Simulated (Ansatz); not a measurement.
## Response to strain and stress in HfN

Take HfN in the rock salt structure (space group Fm-3m, No. 225; relaxed with 0.1 eV smearing) as the base.

```
CELL_PARAMETERS angstrom
      0.00000     2.26306     2.26306
      2.26306     0.00000     2.26306
      2.26306     2.26306     0.00000
ATOMIC_POSITIONS crystal
  N  0.00000 0.00000 0.00000
  Hf 0.50000 0.50000 0.50000
```

Cartesian axes are those of the cell as printed.

Strains are applied to the cell and any free atomic positions relax; under stress the whole cell relaxes.

Calculations: r2SCAN in Ansatz (plane waves to 500 eV, PAW, spin-orbit coupling left out), earlier PAW set.

Candidates:
(a) uniaxial stress, 3 GPa tension along x
(b) uniaxial strain ε_yy = −4.11 %
(c) uniaxial stress, 5 GPa compression along z
(d) tensor shear ε_yz = +3.47 %

Notes on the quantities. energy relative to the base: free energy F.

Order them by energy relative to the base, highest first.

(b) uniaxial strain ε_yy = −4.11 % (+44 meV/atom), (d) tensor shear ε_yz = +3.47 % (+23 meV/atom), (c) uniaxial stress, 5 GPa compression along z (+1.5 meV/atom), (a) uniaxial stress, 3 GPa tension along x (+0.6 meV/atom)

Beyond what the load breaks, stability against distortions was not tested. The final runs are not spin-polarised. An odd electron count without spin: HfN.

Ansatz is a first-principles code.
